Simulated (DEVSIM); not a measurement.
System: Pt/SiO2/p-Ge capacitor, at 300 K.

```tsv
layer (left to right)	material	thickness (nm)	Na (cm⁻³)
1	SiO2	5.10	-
2	Ge	6200	9.3e15
```

Metal gate on the left, work function 5.6 eV. Fixed charge at the semiconductor interface 0 cm⁻² (in units of +e); no interface traps.

The device is made up for the run: typed textbook-type constants, with dimensions and the other settings drawn at random. Values at 300 K.

```csv
parameter,SiO2,Ge
gap (eV),9,0.664
affinity (eV),0.9,4
permittivity,3.9,16
Nc (cm⁻³),-,1.04e19
Nv (cm⁻³),-,6e18
```

Model (solved in DEVSIM): 1D Poisson equation in equilibrium, Boltzmann statistics, complete ionisation; no quantum confinement or tunnelling. Metal contacts follow the ideal Schottky-Mott rule: no Fermi-level pinning, no interface dipoles.

The SiO2 thickness was swept, all else fixed.

| SiO2 thickness (μm) | minimum of the low-frequency capacitance (μF/cm²) | capacitance of the dielectric stack (μF/cm²) | threshold voltage (band bending 2φF) (V) |
|---|---|---|---|
| 0.002 | 0.0713 | 1.73 | 1.44 |
| 0.0028 | 0.0707 | 1.23 | 1.45 |
| 0.0036 | 0.0698 | 0.959 | 1.46 |
| 0.0043 | 0.0681 | 0.803 | 1.46 |
| 0.0051 | 0.0666 | 0.677 | 1.47 |
| 0.0061 | 0.0652 | 0.566 | 1.48 |

From the first row to the last the minimum of the low-frequency capacitance goes from 0.0713 to 0.0652. From the first row to the last the capacitance of the dielectric stack goes from 1.73 to 0.566.
